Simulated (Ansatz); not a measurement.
Consider BN in the zinc blende structure (space group F-43m, No. 216; a = 3.6051 Å). Axes: x, y, z lie along the cube axes.

Modification: tensile biaxial strain of 4.34 % in the plane normal to [111], as in epitaxy on a mismatched substrate; the out-of-plane cell vector and the atoms relax.

Levels (all Ansatz, a first-principles code, PAW, earlier PAW set): PBEsol (420 eV, no SOC); HSE06+SOC (420 eV, spin-orbit coupling included).

The geometry is relaxed with PBEsol.

| Item | Result |
|---|---|
| PBEsol valence-band top at Γ | 0.00, -0.13, -0.13 eV |
| PBEsol band gap | 4.07 eV |

With HSE06+SOC at the same geometry, the valence-band top at Γ (three highest Kramers pairs, from the VBM) changes from 0.00, -0.13, -0.13 eV to 0.00, -0.07, -0.09 eV; the band gap rises by 1.505 eV (4.07 eV → 5.57 eV).

Single points use the geometry relaxed with PBEsol. The hybrid gap comes from the SCF mesh plus the semilocal run's edge points and a few special points and is an upper bound. The spin-orbit shifts are approximate. Whether these cells are dynamically stable was not tested.
